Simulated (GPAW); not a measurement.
Input and output of a self-consistent single point for HfPd2 (P1, 3 atoms in the cell) (GPAW).

Method of the run: PBEsol, GPAW PAW datasets PBEsol (made by gpaw-setup) (plane waves; GPAW 25.7.0).

The change in words: lattice scaled by 0.98. Reference geometry:
```
HfPd2
1.0
   -1.69963     1.69963     4.35708
    1.69963    -1.69963     4.35708
    1.69963     1.69963    -4.35708
Hf Pd
1 2
Cartesian
  0.02374  -0.00371   0.02981
 -0.02000   0.01985   2.93321
 -0.00374  -0.01614   5.75115
```

Reference input (self-consistent single point, DFT PBEsol, plane waves, GPAW PAW datasets PBEsol (made by gpaw-setup)): mode = pw; ecut = 550 eV; xc = PBEsol; kpts = 6 6 8; mesh shift (steps) = 0 0 0; occupations.name = fermi-dirac; occupations.width = 0.1 eV; nbands = -9; convergence.forces = 0.001 eV/Å; symmetry.symmorphic = false; symmetry.tolerance = 0.0005; maxiter = 100. This run's input differs from it in these lines:

```diff
@@ -5,8 +5,8 @@
 atoms = Atoms(['Hf', 'Pd', 'Pd'],
-              cell=[[-1.699630, 1.699630, 4.357085],
-                    [1.699630, -1.699630, 4.357085],
-                    [1.699630, 1.699630, -4.357085]],
-              positions=[[0.023737, -0.003705, 0.029811],
-                         [-0.020000, 0.019847, 2.933211],
-                         [-0.003737, -0.016141, 5.751147]],
+              cell=[[-1.665637, 1.665637, 4.269943],
+                    [1.665637, -1.665637, 4.269943],
+                    [1.665637, 1.665637, -4.269943]],
+              positions=[[0.023262, -0.003631, 0.029215],
+                         [-0.019600, 0.019450, 2.874547],
+                         [-0.003663, -0.015819, 5.636124]],
               pbc=True)
```

Output (repeated stretches shortened):

```
     iter     time        total  log10-change:
                         energy   eigst   dens  force
iter:   1 --:--:--   -25.379755
iter:   2 --:--:--   -22.723806   -1.27  -1.07
iter:   3 --:--:--   -20.058610   -0.80  -1.18
iter:   4 --:--:--   -19.887213   -1.50  -1.50
iter:   5 --:--:--   -19.690765   -1.68  -1.65
iter:   6 --:--:--   -19.662519   -2.21  -2.09
iter:   7 --:--:--   -19.656596   -2.51  -2.12
iter:   8 --:--:--   -19.634587   -2.53  -2.30
iter:   9 --:--:--   -19.624373   -3.40  -2.53
iter:  10 --:--:--   -19.624144c  -3.85  -2.88
iter:  11 --:--:--   -19.624361c  -4.29  -3.03
iter:  12 --:--:--   -19.623559c  -4.21  -3.23
iter:  13 --:--:--   -19.623501c  -5.01  -3.50
iter:  14 --:--:--   -19.623481c  -5.39  -3.51
iter:  15 --:--:--   -19.623514c  -5.44  -3.65
iter:  16 --:--:--   -19.623526c  -5.73  -3.74
iter:  17 --:--:--   -19.623527c  -6.17  -3.79
iter:  18 --:--:--   -19.623531c  -5.94  -3.80
iter:  19 --:--:--   -19.623505c  -6.12  -3.91
iter:  20 --:--:--   -19.623503c  -6.66  -4.05c
iter:  21 --:--:--   -19.623501c  -7.20  -4.17c
iter:  22 --:--:--   -19.623503c  -6.78  -4.26c
iter:  23 --:--:--   -19.623503c  -7.98c -4.77c
iter:  24 --:--:--   -19.623502c  -7.86c -4.85c -2.55
iter:  25 --:--:--   -19.623502c  -9.19c -5.00c -4.00c
Converged after 25 iterations.

Dipole moment: (-0.301722, 0.296787, -1.197671) |e|*Ang

Energy contributions relative to reference atoms: (reference = -684083.575689)

Kinetic:         +8.307084
Potential:      -16.805369
External:        +0.000000
XC:             -10.441758
Entropy (-ST):   -0.056433
Local:           -0.655243
SIC:             +0.000000
--------------------------
Free energy:    -19.651719
Extrapolated:   -19.623502

Showing only first 2 kpts
 Kpt  Band  Eigenvalues  Occupancy
  0    20      9.35529    2.00000
  0    21     10.23968    1.99895
  0    22     12.54968    0.00000
  0    23     13.00003    0.00000

  1    20      9.17541    2.00000
  1    21     10.59631    1.96360
  1    22     12.65962    0.00000
  1    23     12.80999    0.00000

Fermi level: 10.99510

No gap
No difference between direct/indirect transitions
Energy (eV): -19.623502

Forces in eV/Ang:
  0 Hf   -0.29010    0.03147   -0.41722
  1 Pd    0.21076   -0.17735    0.03072
  2 Pd    0.07971    0.14583    0.38697

Stress tensor:
    -0.060565     0.000442    -0.000218
     0.000442    -0.060202     0.000010
    -0.000218     0.000010    -0.055919
Stress (GPa, Voigt): [-9.7035e+00 -9.6454e+00 -8.9592e+00  1.6000e-03 -3.5000e-02  7.0800e-02]
```

The run converged in 25 iterations. GPAW prints stress with tension positive. Against the reference run the free energy goes up by 19.4 meV/atom, the pressure goes from -2.54 to 9.44 GPa and the largest force goes from 0.392 to 0.509 eV/Å.

The starting cell comes from a database of computed structures (which also holds hypothetical and non-ambient phases and stackings), without a prior relaxation at this level. Its atoms were displaced at random from the sites of space group no. 139. For this run, on top of that: lattice scaled by 0.98. Spin polarisation is off. With a pressure of about 9 GPa the cell is away from its equilibrium volume at this level.

Cost on one core of a shared machine: roughly 10 min.
